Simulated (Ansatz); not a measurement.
Start from BP (space group P4_2/mnm, No. 136; a = 5.532 Å, c = 3.187 Å; a hypothetical phase, not in the database extracts checked). Axes: x, y, z lie along a, b, c of the conventional cell.

Modification: biaxial strain −0.51 %, plane normal [001], relaxed out of plane (Cartesian); in-plane vectors clamped, the third vector and the atoms free.

Levels (all Ansatz, a quantum-chemistry and plane-wave program, PAW): PBEsol (420 eV, scalar-relativistic without spin-orbit coupling); r2SCAN (500 eV, scalar-relativistic without spin-orbit coupling); HSE06 (420 eV, no spin-orbit coupling).

At the geometry relaxed with PBEsol, these levels gave the following band gaps, in shuffled order: (a) 0.47 eV, (b) 1.00 eV, (c) 0.22 eV.

Match each gap to its level.

(a) r2SCAN; (b) HSE06; (c) PBEsol.

Single points use the geometry relaxed with PBEsol. HSE06 gaps are upper bounds (no full band path). No phonon test of stability was made. The zero or small gap of BP can change with the level of theory.
